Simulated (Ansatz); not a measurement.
Levels about the gap of amorphous Si30N41Lu (72 atoms in a cell of 816 Å³, 3.24 g/cm³; zone centre alone, so wide bands show as single levels with stretches between that a denser mesh fills), at the geometry that PBE relaxed, where it gives 1.3 GPa on a denser mesh. The participation number counts the atoms over which a state spreads; weights are charges in smoothed Voronoi cells. The levels come from a single point, so bond lengths are those of that geometry. Method of the levels: PBE, scalar-relativistic without spin-orbit coupling (Ansatz, an electronic-structure program). Sampling: the zone centre alone; Fermi-Dirac width 0.02 eV; no spin polarisation. At PBE the levels at the filled edge of the gap are localised (band-tail or defect states).

A CHGNet melt-quench gave the starting glass, which DFT then relaxed. N atoms were pushed apart under 1.9 Å during the dynamics, to hinder bonds among them. The hot cell started wider than the set density and was brought back towards it in steps. It is the lowest in DFT energy of 2 quenches. It is a model cell: composition and starting density were chosen by hand, and all elements were melted together. No dispersion term was used. Its density started from a set value of 3.24 and ended at 3.24 g/cm³. The quench (nominally 450 K/ps over its main leg) was far faster than any real one, so the model tends to hold more defects than a real film. A cell of this size samples the disorder only roughly. The volume was held where the preparation left it and the shape relaxed, at a PBE pressure of 1.3 GPa. Stress components on the final sampling reach 3.6 GPa. On a 2×2×2 Γ-centred mesh force components of up to 0.15 eV/Å stay, since the relaxation ran on the zone centre alone. Cycles of charging lowered its energy after that relaxation.

| E - E(highest filled), eV | filling | participation number | largest on | weight N | weight Si | weight Lu |
|---|---|---|---|---|---|---|
| -0.57 | filled | 6.0 | N, 2 neighbours | 0.87 | 0.13 | 0.00 |
| -0.51 | filled | 14.5 | N, 3 neighbours | 0.88 | 0.11 | 0.01 |
| -0.45 | filled | 25.5 | N, 3 neighbours | 0.89 | 0.10 | 0.01 |
| -0.42 | filled | 21.3 | N, 2 neighbours | 0.89 | 0.10 | 0.01 |
| -0.27 | filled | 13.5 | N, 3 neighbours | 0.88 | 0.09 | 0.02 |
| -0.25 | filled | 20.5 | N, 3 neighbours | 0.90 | 0.09 | 0.01 |
| 0.00 | filled | 3.2 | N, 2 neighbours | 0.88 | 0.12 | 0.00 |
| 2.67 | empty | 27.6 | Si, 4 neighbours | 0.49 | 0.49 | 0.02 |
| 3.34 | empty | 24.8 | Si, 4 neighbours | 0.45 | 0.48 | 0.06 |
| 3.50 | empty | 19.6 | Si, 4 neighbours | 0.45 | 0.52 | 0.04 |
| 3.61 | empty | 33.0 | Si, 4 neighbours | 0.44 | 0.53 | 0.04 |
| 3.77 | empty | 25.9 | Si, 4 neighbours | 0.44 | 0.48 | 0.08 |
| 3.96 | empty | 50.5 | Lu, 9 neighbours | 0.48 | 0.46 | 0.05 |
| 4.03 | empty | 29.0 | Si, 4 neighbours | 0.44 | 0.49 | 0.07 |

Most localised among these is the filled level at +0.00 eV, on a N atom, which has 2 neighbours (Si 1.65 Å, Si 1.66 Å).
